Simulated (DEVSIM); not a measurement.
System: Ni/SiO2/p-Ge capacitor, at 300 K.

Layer 1 from the left is SiO2, thickness (nm) 2.30. Layer 2 from the left is Ge, thickness (nm) 2900, Na (cm⁻³) 4.2e16.

Metal gate on the left, work function 5.1 eV. Fixed charge at the semiconductor interface -2.08e12 cm⁻² (in units of +e); no interface traps.

This is a model device: material constants are rounded textbook-type values typed into the input, and sizes, dopings and lifetimes were drawn at random. Values at 300 K.

SiO2: gap (eV) 9, affinity (eV) 0.9, permittivity 3.9. Ge: gap (eV) 0.664, affinity (eV) 4, permittivity 16, Nc (cm⁻³) 1.04e19, Nv (cm⁻³) 6e18.

Task: Estimate by hand the flat-band voltage, the threshold voltage, and compare with a numerical solution.

Result: 
- Flat-band voltage: C = 1.50 μF/cm², work-function difference 0.564 V; VFB = φms − qNf/C = 0.79 V; numerical 0.79 V.
- Threshold voltage: φF = 0.197 V, depletion charge √(4εqNφF) = 8.66e-8 C/cm²; VT = VFB + 2φF + Qd/C = 1.24 V; numerical 1.24 V.

DEVSIM, 1D Poisson equation in equilibrium, Boltzmann statistics, complete ionisation; no quantum confinement or tunnelling. Metal contacts follow the ideal Schottky-Mott rule: no Fermi-level pinning, no interface dipoles.
